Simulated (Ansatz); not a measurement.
**Ge: element substitutions**

Base system: Ge (space group Ia-3, No. 206; a = 6.937 Å; a cell from a computed database, its experimental status unchecked).

Each row replaces one element on all its sites; cell and atoms are relaxed.

Method: PBEsol/PAW in Ansatz (a program for electronic structure), without spin-orbit coupling.

```csv
variant,space group,shortest interatomic distance,density
base,Ia-3 (No. 206),245.4 pm,5.78 g/cm³
Ge → Zn,Ia-3 (No. 206),241.3 pm,5.54 g/cm³
Ge → B,[?],[?],[?]
Ge → Hg,Ia-3 (No. 206),280.1 pm,10.86 g/cm³
```

Q: Complete the table.

A: 
- Ge → B, space group: Ia-3d (No. 230)
- Ge → B, shortest interatomic distance: 175.6 pm
- Ge → B, density: 2.34 g/cm³

Stability against distortions was not tested. As relaxed here, Zn, B and Hg are hypothetical phases, not in the database extracts checked. This is not the structure that Ge has at room temperature and ambient pressure.
